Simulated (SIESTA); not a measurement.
**Sensitivity of a calculation on Li₄Co₃TeO₈ (R-3m, 16 atoms in the cell) to its settings**

```
Li4Co3TeO8
1.0
    3.05051     1.76121     4.87519
   -3.05051     1.76121     4.87519
    0.00000    -3.52243     4.87519
Li Co Te O
4 3 1 8
Direct
  0.50000   0.50000   0.50000
  0.00000   0.00000   0.50000
  0.50000   0.00000   0.00000
  0.00000   0.50000   0.00000
  0.50000   0.50000   0.00000
  0.00000   0.50000   0.50000
  0.50000   0.00000   0.50000
  0.00000   0.00000   0.00000
  0.26094   0.26094   0.26094
  0.73906   0.73906   0.73906
  0.76926   0.76926   0.22666
  0.23074   0.23074   0.77334
  0.22666   0.76926   0.76926
  0.77334   0.23074   0.23074
  0.76926   0.22666   0.76926
  0.23074   0.77334   0.23074
```
Moments meant for the start (each program seeds them in its own way; μB, in the order of the atoms Li Li Li Li Co Co Co Te O O O O O O O O): 0.0 0.0 0.0 0.0 3.0 3.0 3.0 0.0 0.0 0.0 0.0 0.0 0.0 0.0 0.0 0.0.

Base run A: GGA PBEsol, numerical atomic orbitals DZP, PseudoDojo PBEsol standard norm-conserving potentials (rewritten from UPF to PSML) in SIESTA, self-consistent single point.

Its settings: XC.functional = GGA; XC.authors = PBEsol; potentials = PseudoDojo PBEsol standard; PAO.BasisSize = DZP; PAO.EnergyShift = 0.01 Ry; MeshCutoff = 400 Ry; kgrid.MonkhorstPack = 2 2 2; OccupationFunction = MP; OccupationMPOrder = 0; ElectronicTemperature = 0.01 eV; Spin = polarized; PAO.Polarization.NonPerturbative = true; MaxSCFIterations = 150; SCF.Mixer.Method = Pulay; SCF.Mixer.Weight = 0.1; SCF.Mixer.History = 8; SCF.DM.Tolerance = 1.0E-04.

The starting cell comes from a database of computed structures (which also holds hypothetical and non-ambient phases and stackings), without a prior relaxation at this level. The magnetic order is the one reached from the typed start; others were not searched systematically. Values carry the incompleteness of an atom-centred basis. In the base run, forces exceed 1 eV/Å. Without a gap this mesh is coarse (it stands for a supercell whose shortest vector is 12 Å).

ΔF is the free energy per atom less that of run A. A dash stands where there is no value to compare (another energy zero or no entropy term, no result, no spin, no clean gap, or a mesh too coarse for one). Total energies depend on the potentials, the functional and any Hubbard or dispersion term, so they are compared only between runs that share all of them.

Run A gave: pressure (GPa) -2.64; largest force (eV/Å) 1.531; size of the net moment (μB/atom) 0.58; k-points 8.

Runs:
- B: MeshCutoff: 400 Ry → 240 Ry
- C: pseudopotentials: PseudoDojo PBEsol standard → PseudoDojo PBEsol fully relativistic; Spin: polarized → spin-orbit [GGA PBEsol with spin-orbit coupling]
- D: kgrid.MonkhorstPack: 2 2 2 → 2 2 2 shifted by 0.0 0.0 0.5
- E: SCF.DM.Tolerance: 1.0E-04 → default; SCF.DM.Converge: default → false; SCF.H.Converge: default → false; SCF.FreeE.Converge: default → true; SCF.FreeE.Tolerance: default → 1.0E-08 eV
- F: ElectronicTemperature: 0.01 eV → 0.2 eV
- G: PAO.SplitNorm: default → 0.1
- H: MaxSCFIterations: 150 → 300; SCF.Mixer.History: 8 → 10
- I: MeshCutoff: 400 Ry → 250 Ry
- J: MaxSCFIterations: 150 → 300; SCF.Mixer.Method: Pulay → Broyden; SCF.Mix: default → density

Problem. What does run C change against A?

Solution. The pressure hardly changes (-2.64 to -2.62 GPa), the largest force goes from 1.531 to 1.542 eV/Å and the size of the net moment hardly changes (0.58 to 0.57 μB/atom).

Problem. What does run B change against A?

Solution. The free energy falls by 5.5 meV/atom, the pressure moves little (-2.64 to -2.55 GPa), the largest force moves little (1.531 to 1.529 eV/Å) and the size of the net moment stays at 0.58 μB/atom.

```
run  ΔF (meV/atom)  pressure (GPa)  largest force (eV/Å)  size of the net moment (μB/atom)  k-points
---  -------------  --------------  --------------------  --------------------------------  --------
A             0.00           -2.64                 1.531                              0.58         8
B             -5.5           -2.55                 1.529                              0.58         8
C                –           -2.62                 1.542                              0.57         8
D             -2.7           -3.32                 1.382                              0.56         4
E             0.00           -2.64                 1.530                              0.58         8
F             -5.6           -2.82                 1.473                              0.57         8
G              2.9           -2.14                 1.510                              0.58         8
H             0.00           -2.64                 1.530                              0.58         8
I             -5.5           -2.55                 1.529                              0.58         8
J             0.00           -2.64                 1.531                              0.58         8
```
